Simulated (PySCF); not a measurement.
# A series of runs on K (Im-3m, 1 atom in the cell)

```xyz
1
Lattice="-2.6941 2.6941 2.6941 2.6941 -2.6941 2.6941 2.6941 2.6941 -2.6941" Properties=species:S:1:pos:R:3 pbc="T T T"
K      0.0000     0.0000     0.0000
```

Base run A: PBE, Gaussian basis gth-dzvp-molopt-sr, GTH pseudopotentials gth-pbe, FFT density fitting with multigrid run with PySCF 2.14.0, self-consistent single point.

Its settings: cell.basis = gth-dzvp-molopt-sr; cell.pseudo = gth-pbe; cell.ke_cutoff = 60 Ha; make_kpts mesh = 2 2 2; mf.xc = PBE; smearing.sigma = 0.00367493 Ha; smearing.method = fermi; scaled_center = 0.25 0.25 0.25; solver class = KRKS; density fitting = multigrid_numint; mf.conv_tol = 1e-08 Ha; mf.max_cycle = 60; mf.diis_start_cycle = 3; mf.damp = 0.5.

The starting cell comes from a database of computed structures (which also holds hypothetical and non-ambient phases and stackings), without a prior relaxation at this level. Its lattice was rescaled by a random factor within 2.5 % of one. Values carry the incompleteness of an atom-centred basis. Without a gap this mesh is coarse (it stands for a supercell whose shortest vector is 9 Å).

ΔF is the free energy per atom less that of run A. 

Runs:
- B: kmesh: 2 2 2 → 3 3 3; scaled_center: 0.25 0.25 0.25 → default; class: KRKS → KUKS; cell.spin: default → 1
- C: kmesh: 2 2 2 → 3 3 3; scaled_center: 0.25 0.25 0.25 → 0.166667 0.166667 0.166667; class: KRKS → KUKS; cell.spin: default → 1
- D: kmesh: 2 2 2 → 4 4 4; scaled_center: 0.25 0.25 0.25 → default
- E: kmesh: 2 2 2 → 4 4 4; scaled_center: 0.25 0.25 0.25 → 0.125 0.125 0.125
- F: kmesh: 2 2 2 → 5 5 5; scaled_center: 0.25 0.25 0.25 → default; class: KRKS → KUKS; cell.spin: default → 1
- G: kmesh: 2 2 2 → 5 5 5; scaled_center: 0.25 0.25 0.25 → 0.1 0.1 0.1; class: KRKS → KUKS; cell.spin: default → 1
- H: kmesh: 2 2 2 → 6 6 6; scaled_center: 0.25 0.25 0.25 → default
- I: scaled_center: 0.25 0.25 0.25 → 0 0 0.25

```
run  ΔF (meV/atom)  k-points
---  -------------  --------
A             0.00         8
B           -117.3        27
C            -15.0        27
D              4.2        64
E            -42.9        64
F            -38.1       125
G            -14.9       125
H            -25.6       216
I              5.3         8
```

Run C against A: The free energy goes down by 15.0 meV/atom.

Run G against A: The free energy falls by 14.9 meV/atom.
